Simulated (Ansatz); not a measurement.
Start from HgTe in the zinc blende structure (space group F-43m, No. 216; a = 6.573 Å).

Structures relaxed with Ansatz (a quantum-chemistry and plane-wave program), r2SCAN, PAW, cutoff 500 eV, without spin-orbit coupling.

Base:

Simulated powder pattern, Cu Kα1, λ = 1.54056 Å (kinematic, ideal powder, no thermal factors, no anomalous dispersion; the 8 strongest lines at most, above 2 %, up to 2θ = 90°):

```
2θ (°)  I/Imax (%)    hkl
------  ----------  -----
23.42          100  (111)
38.72           78  (220)
45.75           52  (311)
55.91           13  (400)
61.44           22  (331)
70.08           28  (422)
75.03           16  (511)
87.79           17  (531)
```

After one change:

Simulated powder pattern, Cu Kα1, λ = 1.54056 Å (kinematic, ideal powder, no thermal factors, no anomalous dispersion; the 8 strongest lines at most, above 2 %, up to 2θ = 90°):

```
2θ (°)  I/Imax (%)
------  ----------
24.16          100
39.96           77
47.24           51
57.80           13
63.56           21
72.58           27
77.77           16
86.23          8.9
```

Name the change that was made.
A. isotropic strain −2.50 %
B. isotropic strain −3.00 %
C. isotropic strain −1.50 %
D. isotropic strain −2.00 %

B, isotropic strain −3.00 %. Its volume per atom is 32.39 Å³ against 35.49 Å³, and its space group is F-43m (No. 216).

No phonon test of stability was made. The final runs are not spin-polarised.
